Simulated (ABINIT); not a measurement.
Band structure of AgBr (Fm-3m, 2 atoms in the cell).

```
AgBr
1.0
    0.00000     2.88500     2.88500
    2.88500     0.00000     2.88500
    2.88500     2.88500     0.00000
Ag Br
1 1
Direct
  0.00000   0.00000   0.00000
  0.50000   0.50000   0.50000
```

Method of the run: PBE, norm-conserving pseudopotentials (PseudoDojo nc-sr-05 PBE standard) (plane waves; ABINIT 10.0.3).

Settings: pseudos = [Ag.upf, Br.upf]; ecut = 1116 eV; occopt = 3; tsmear = 0.05 eV; ngkpt = 10 10 10; nshiftk = 1; shiftk = 0 0 0; potentials = PseudoDojo nc-sr-05 PBE standard; kptopt = 1; nstep = 60; tolvrs1 = 1e-12; ndtset = 2; getden2 = 1.

The starting cell has typed, rounded lattice constants, without a prior relaxation at this level.

Predict the gap along the standard path and the places of the band edges.

The gap along the path is 0.68 eV, from L to Γ; the smallest direct gap on it is 2.55 eV.

Levels in eV from the top of the valence band on the SCF mesh, bands 10 to 17:
```csv
point,10,11,12,13,14,15,16,17
Γ,-2.73,-1.88,-1.88,-1.88,0.68,9.93,9.93,9.93
X,-2.58,-2.34,-2.34,-2.24,1.64,7.09,9.01,10.98
W,-2.33,-2.24,-2.24,-1.49,3.77,7.15,7.68,7.68
K,-2.38,-2.17,-1.98,-1.17,2.98,6.84,8.21,9.15
L,-2.44,-2.10,0.00,0.00,3.78,6.50,6.80,6.80
U,-2.38,-2.17,-1.98,-1.17,2.98,6.84,8.21,9.15
```
